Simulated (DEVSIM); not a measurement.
## abrupt Si p-n junction

Structure: abrupt Si p-n junction, at 300 K.

```
layer (left to right)  material  thickness (μm)  Nd (cm⁻³)  Na (cm⁻³)  τn (s)  τp (s)
---------------------  --------  --------------  ---------  ---------  ------  ------
1                            Si            20.0          -     7.8e15  3.1e-6  3.1e-6
2                            Si            1.10     1.9e15          -  3.1e-6  3.1e-6
```

Left contact: ohmic. Right contact: ohmic. Voltage is applied to the left contact. Recombination: SRH at mid-gap, Auger. Mobility is μmin + (μ − μmin)/(1 + (N/Nref)^α).

The device is made up for the run: typed textbook-type constants, with dimensions and the other settings drawn at random. Values at 300 K.

```
parameter           Si
-------------  -------
gap (eV)         1.124
affinity (eV)     4.05
permittivity      11.7
Nc (cm⁻³)      2.86e19
Nv (cm⁻³)       3.1e19
μn (cm²/Vs)       1417
μp (cm²/Vs)        470
μn,min              52
μp,min              45
Nref,n          9.7e16
Nref,p          2.2e17
αn                0.68
αp                0.72
Cn (cm⁶/s)     2.8e-31
Cp (cm⁶/s)     9.9e-32
```

DEVSIM, 1D drift-diffusion, Boltzmann statistics, complete ionisation; no tunnelling, impact ionisation, image-force lowering or self-heating.

- Potential step across the device at zero bias: 0.661 V
- Largest field in the device at zero bias: 17000 V/cm
- Dark forward voltage at 1 A/cm²: 0.533 V
- Dark forward voltage at 100 A/cm²: 0.888 V

Dark forward current:

```json
[
 {"V (V)": "0.05", "J (A/cm²)": "1.6e-8"},
 {"V (V)": "0.15", "J (A/cm²)": "6.9e-7"},
 {"V (V)": "0.20", "J (A/cm²)": "4.4e-6"},
 {"V (V)": "0.30", "J (A/cm²)": "0.00019"},
 {"V (V)": "0.40", "J (A/cm²)": "0.0082"},
 {"V (V)": "0.45", "J (A/cm²)": "0.053"},
 {"V (V)": "0.55", "J (A/cm²)": "1.7"},
 {"V (V)": "0.60", "J (A/cm²)": "6.1"},
 {"V (V)": "0.70", "J (A/cm²)": "25"},
 {"V (V)": "0.80", "J (A/cm²)": "58"},
 {"V (V)": "0.85", "J (A/cm²)": "81"},
 {"V (V)": "0.95", "J (A/cm²)": "140"},
 {"V (V)": "1.05", "J (A/cm²)": "220"},
 {"V (V)": "1.10", "J (A/cm²)": "260"},
 {"V (V)": "1.20", "J (A/cm²)": "370"},
 {"V (V)": "1.25", "J (A/cm²)": "430"},
 {"V (V)": "1.35", "J (A/cm²)": "570"},
 {"V (V)": "1.45", "J (A/cm²)": "730"},
 {"V (V)": "1.50", "J (A/cm²)": "820"},
 {"V (V)": "1.60", "J (A/cm²)": "1000"}
]
```
